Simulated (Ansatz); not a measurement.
Take Ta₂O₅ (space group C2, No. 5; a = 5.924 Å, b = 5.076 Å, c = 5.749 Å, α = γ = 90.00°, β = 117.45°; a cell from a computed database, its experimental status unchecked) as the base.

Perturbation: a hydrostatic pressure of 1.5 GPa.

Levels (all Ansatz, a quantum-chemistry and plane-wave program, PAW): PBEsol (420 eV, no spin-orbit coupling); PBEsol+SOC (420 eV, spin-orbit coupling included).

The geometry is relaxed with PBEsol.

```
Item                                    Value
--------------------------  -----------------
PBEsol gap character        indirect, M₂ → V₂
PBEsol smallest direct gap            2.82 eV
PBEsol band gap                       2.36 eV
```

What does PBEsol+SOC give at this geometry for the gap character, smallest direct gap and band gap?

The gap character is still indirect, M₂ → V₂; the smallest direct gap falls by 0.11 eV, from 2.82 eV to 2.71 eV; the band gap is still 2.36 eV.

Single points use the geometry relaxed with PBEsol. Differences between runs with and without spin-orbit coupling are approximate. With Ta present, leaving out spin-orbit coupling can change the band edges. Load acts through the strain it causes; cell and atoms are relaxed under it. Whether these cells are dynamically stable was not tested.
